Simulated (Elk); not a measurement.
## Worked example: self-consistent single point of YbCuBi (P6_3mc, 6 atoms in the cell) in Elk

Method of the run: PBEsol, all-electron FP-LAPW, Elk's shipped species files, LAPW+lo basis (Elk).

Input:

```
tasks
  0

xctype
  22

rgkmax
  8.0

gmaxvr
  14.0

nxoapwlo
  1

stype
  0

swidth
  0.00499791

avec
    8.7605062667   -0.0000001194    0.0000000000
   -4.3802530299    7.5868210366    0.0000000000
    0.0000000000    0.0000000000   14.3672286776

sppath
  './'

atoms
  3   : nspecies
  'Yb.in'   : spfname
  2   : natoms; atposl, bfcmt below
  0.0000000000  0.0000000000  0.4874700000    0.0 0.0 0.0
  0.0000000000  0.0000000000  0.9874700000    0.0 0.0 0.0
  'Cu.in'   : spfname
  2   : natoms; atposl, bfcmt below
  0.3333333333  0.6666666667  0.3193100000    0.0 0.0 0.0
  0.6666666667  0.3333333333  0.8193100000    0.0 0.0 0.0
  'Bi.in'   : spfname
  2   : natoms; atposl, bfcmt below
  0.6666666667  0.3333333333  0.2184200000    0.0 0.0 0.0
  0.3333333333  0.6666666667  0.7184200000    0.0 0.0 0.0

ngridk
  6 6 3
```

Output (repeated stretches shortened):

```
│ Elk code version 10.2.4 │

All units are atomic (Hartree, Bohr, etc.)

│ Ground-state run starting from atomic densities │

Lattice vectors :
   8.760506267     -0.1194000000E-06   0.000000000
  -4.380253030       7.586821037       0.000000000
   0.000000000       0.000000000       14.36722868

Unit cell volume      :    954.9091290
Brillouin zone volume :   0.2597631606

Muffin-tin inner radius fraction :   0.1000000000E-01

Nuclei treated as point charges

Species :    1 (Yb)
 parameters loaded from : Yb.in
 name : ytterbium
 nuclear charge    :   -70.00000000
 electronic charge :    70.00000000
 atomic mass :    315432.6234
 muffin-tin radius :    2.800000000
 number of radial points in muffin-tin :    697
 atomic positions (lattice), magnetic fields (Cartesian) :
   1 :   0.00000000  0.00000000  0.00000000    0.00000000  0.00000000  0.00000000
   2 :   0.00000000  0.00000000  0.50000000    0.00000000  0.00000000  0.00000000

Species :    2 (Cu)
 parameters loaded from : Cu.in
 name : copper
 nuclear charge    :   -29.00000000
 electronic charge :    29.00000000
 atomic mass :    115837.2717
 muffin-tin radius :    2.400000000
 number of radial points in muffin-tin :    497
 atomic positions (lattice), magnetic fields (Cartesian) :
   1 :   0.33333333  0.66666667  0.83184000    0.00000000  0.00000000  0.00000000
   2 :   0.66666667  0.33333333  0.33184000    0.00000000  0.00000000  0.00000000

Species :    3 (Bi)
 parameters loaded from : Bi.in
 name : bismuth
 nuclear charge    :   -83.00000000
 electronic charge :    83.00000000
 atomic mass :    380947.9282
 muffin-tin radius :    2.800000000
 number of radial points in muffin-tin :    697
 atomic positions (lattice), magnetic fields (Cartesian) :
   1 :   0.66666667  0.33333333  0.73095000    0.00000000  0.00000000  0.00000000
   2 :   0.33333333  0.66666667  0.23095000    0.00000000  0.00000000  0.00000000

Total number of atoms per unit cell :    6

   [... lines left out ...]
Maximum (1/2)|G+k|²                   :    4.500000000
Maximum |G| for potential and density :    14.00000000
 potential will be trimmed for |G| > 2 gkmax
Constant for pseudocharge density :   10
Radial integration step length :    4

G-vector grid sizes :     40    40    70
Number of G-vectors :    44279

Maximum angular momentum used for
 APW functions                      :    8
 outer part of muffin-tin           :    6
 inner part of muffin-tin           :    1

Total nuclear charge    :   -364.0000000
Total core charge       :    252.0000000
Total valence charge    :    112.0000000
Total excess charge     :    0.000000000
Total electronic charge :    364.0000000

Effective Wigner radius, rₛ :   0.8555735517

Number of empty states         :   24
Total number of valence states :   80
Total number of core states    :  252

Total number of local-orbitals :  118

Exchange-correlation functional :     22     0     0
 PBEsol, Phys. Rev. Lett. 100, 136406 (2008)
 gradient requirement :    1
 generalised gradient approximation (GGA)

Smearing type :    0
 Gaussian
Smearing width :   0.4997910000E-02
Effective electronic temperature (K) :    1578.215154

Mixing type :    3
 Broyden mixing, J. Phys. A: Math. Gen. 17, L317 (1984)

Kohn-Sham potential initialised from atomic data
│ Self-consistent loop started │
│ Loop number : 1 │
 total energy                :     -74225.1635818
│ Loop number : 2 │
 total energy                :     -74360.1729216
RMS change in Kohn-Sham potential (target) :    1.222524063     (  0.1000000000E-05)
Absolute change in total energy (target)   :    135.0093398     (  0.1000000000E-03)
│ Loop number : 3 │
 total energy                :     -74449.1590885
RMS change in Kohn-Sham potential (target) :   0.9447021831     (  0.1000000000E-05)
Absolute change in total energy (target)   :    122.7385018     (  0.1000000000E-03)
│ Loop number : 4 │
 total energy                :     -74591.3817824
RMS change in Kohn-Sham potential (target) :   0.1705384219     (  0.1000000000E-05)
Absolute change in total energy (target)   :    172.9073194     (  0.1000000000E-03)
│ Loop number : 5 │
 total energy                :     -74627.9310841
RMS change in Kohn-Sham potential (target) :   0.8395074201E-01 (  0.1000000000E-05)
Absolute change in total energy (target)   :    79.77613152     (  0.1000000000E-03)
   [... lines left out ...]
Absolute change in total energy (target)   :   0.1276484515E-01 (  0.1000000000E-03)
│ Loop number : 16 │
 total energy                :     -74602.5939178
RMS change in Kohn-Sham potential (target) :   0.3242119665E-05 (  0.1000000000E-05)
Absolute change in total energy (target)   :   0.8520449919E-03 (  0.1000000000E-03)
│ Loop number : 17 │
 total energy                :     -74602.5940795
RMS change in Kohn-Sham potential (target) :   0.1577605858E-05 (  0.1000000000E-05)
Absolute change in total energy (target)   :   0.5134788807E-04 (  0.1000000000E-03)
│ Loop number : 18 │
 total energy                :     -74602.5943515
RMS change in Kohn-Sham potential (target) :   0.8277914046E-06 (  0.1000000000E-05)
Absolute change in total energy (target)   :   0.2591208467E-03 (  0.1000000000E-03)
│ Loop number : 19 │
 total energy                :     -74602.5943555
RMS change in Kohn-Sham potential (target) :   0.7524027829E-06 (  0.1000000000E-05)
Absolute change in total energy (target)   :   0.6883834430E-04 (  0.1000000000E-03)
Convergence targets achieved

│ Loop number : 20 │

Energies :
 Fermi                       :     0.262895556099
 sum of eigenvalues          :     -45836.4112460
 electron kinetic            :      85099.5375196
 core electron kinetic       :      83545.0379525
 Coulomb                     :     -158202.725569
 Coulomb potential           :     -128962.267703
 nuclear-nuclear             :     -5121.37374547
 electron-nuclear            :     -177200.435943
 Hartree                     :      24119.0841200
 Madelung                    :     -93721.5917170
 xc potential                :     -1973.68106254
 exchange                    :     -1475.55587599
 correlation                 :     -23.8506401875
 total energy                :     -74602.5945651

Density of states at Fermi energy :    69.88835247
 (states/Hartree/unit cell)

Estimated indirect band gap :   0.3856915484E-02
 from k-point      2 to k-point      8
Estimated direct band gap   :   0.9847335216E-02
 at k-point      3

Charges :
 core                        :    252.0000000
 valence                     :    112.0000000
 interstitial                :    8.019737453
 muffin-tins (core leakage)
  species :    1 (Yb)
   atom    1                 :    68.36313517     (  0.1124259853E-05)
   atom    2                 :    68.36313517     (  0.1124259853E-05)
  species :    2 (Cu)
   atom    1                 :    28.15076034     (  0.1620301375E-03)
   atom    2                 :    28.15076034     (  0.1620301375E-03)
  species :    3 (Bi)
   atom    1                 :    81.47623576     (  0.6935050266E-03)
   atom    2                 :    81.47623576     (  0.6935050266E-03)
 total in muffin-tins        :    355.9802625
 total calculated charge     :    363.9760913
 total charge                :    364.0000000
 error                       :   0.2390874263E-01

│ Self-consistent loop stopped │
```

The run converged in 20 iterations. The count includes the last loop, which Elk runs after its targets are met.

The starting cell comes from a database of computed structures (which also holds hypothetical and non-ambient phases and stackings), without a prior relaxation at this level. Spin-orbit coupling is off. Spin polarisation is off. Values depend on the basis (sphere radii, cutoffs, local orbitals), which need not be converged. The log's line on a gap gives a spacing of levels on this mesh, which the program prints for metals too.

Cost on one core of a shared machine: roughly 2 min.
